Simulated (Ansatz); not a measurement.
Cubic perovskite CsSnI3 (cubic high-temperature phase), treated with revPBE (PAW; Ansatz, a program for electronic structure).

Numerical settings: plane-wave cutoff 520 eV, 6×6×6 k mesh, Fermi–Dirac smearing 0.01 eV, scalar-relativistic PAW data made under PBE.

Computed points:

```
V (Å³/atom)  E − E_lowest (meV/atom)  P (GPa)
-----------  -----------------------  -------
49.308                          8.58    0.929
50.357                          3.65    0.583
51.407                          0.87    0.273
52.456                          0.00   -0.004
53.505                          0.85   -0.251
54.554                          3.23   -0.472
55.603                          6.99   -0.670
```

### Question
Estimate the bulk modulus and its pressure derivative from these points.

### Answer
V0 = 52.441 Å³/atom, B0 = 13.1 GPa, B′ = 4.6 (fit to the energies at full precision).

Note: the relaxation could not lower the start's symmetry, so the cell can be a saddle point above a distorted one.

Spin–orbit coupling is not included.

Cost on a shared machine: roughly 2.8 core-minutes.
